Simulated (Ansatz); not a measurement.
Where the default PAW files enter, the runs use the earlier of Ansatz's two default sets.

Evanescent states of Li2O (Fm-3m, anti-fluorite, 3 atoms a cell, 8.4 Å³ an atom, -4 GPa at this level) along the normal of (110)

All values below come from r2SCAN (plane waves, PAW; Ansatz, a quantum-chemistry and plane-wave program).

The gap is the functional's own. No spin-orbit coupling. Mid-gap values are interpolated on the energy grid.

Energies count from the valence-band top; κ is the least over a 10×8 mesh across the current.

```
E (eV)  κ (1/Å)  where
------  -------  -----
0.13      0.147      Γ
0.39      0.245      Γ
0.65      0.306      Γ
0.91      0.350      Γ
1.17      0.384      Γ
1.43      0.410      Γ
1.69      0.431      Γ
1.95      0.448      Γ
2.21      0.460      Γ
2.47      0.469      Γ
2.73      0.466      Γ
2.99      0.455      Γ
3.25      0.442      Γ
3.51      0.426      Γ
3.77      0.408      Γ
4.03      0.386      Γ
4.29      0.361      Γ
4.55      0.331      Γ
4.81      0.294      Γ
5.07      0.249      Γ
5.33      0.189      Γ
5.59      0.086      Γ
```

How thick must the barrier be to attenuate the transmission by 10^4 when the electrodes' Fermi level lies at 5.59 eV, and what attenuation does that film give at 1.69 eV?

d = 4 ln 10 / (2 × 0.086) = 53.5 Å. At 1.69 eV it gives 4 × 0.431/0.086 = 20.0 decades.
